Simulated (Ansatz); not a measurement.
## Response to strain in AlN

Start from AlN in the wurtzite structure (space group P6_3mc, No. 186).

```
AlN
1.0
    3.08878     0.00000     0.00000
   -1.54439     2.67496     0.00000
    0.00000     0.00000     4.94326
Al N
2 2
Cartesian
  0.00000   1.78331   0.00002
  1.54439   0.89165   2.47165
  0.00000   1.78331   1.88830
  1.54439   0.89165   4.35994
```

Cartesian axes are those of the cell as printed.

Strains are applied to the cell and any free atomic positions relax.

All numbers come from LDA, PAW, 420 eV (Ansatz, a first-principles code; no SOC).

Notes on the quantities. pressure: mean of the normal stresses, compression positive; energy relative to the base: free energy F.

```tsv
case	band gap	pressure	energy relative to the base
base	4.42 eV	-0.01 GPa	0 meV/atom
tensor shear ε_xz = +2.00 %	4.34 eV	0.02 GPa	+5.9 meV/atom
tensor shear ε_xz = +0.33 %	4.41 eV	-0.01 GPa	+0.2 meV/atom
tensor shear ε_xz = +1.33 %	4.38 eV	0.00 GPa	+2.6 meV/atom
tensor shear ε_xz = +1.00 %	(withheld)	0.00 GPa	(withheld)
tensor shear ε_xz = +1.67 %	4.36 eV	0.01 GPa	+4.1 meV/atom
tensor shear ε_xz = +0.67 %	4.41 eV	0.00 GPa	+0.7 meV/atom
```

Problem. Some entries are withheld; estimate them.

Solution. 
- tensor shear ε_xz = +1.00 %, band gap: 4.40 eV
- tensor shear ε_xz = +1.00 %, energy relative to the base: +1.5 meV/atom

Stability against distortions was not tested.
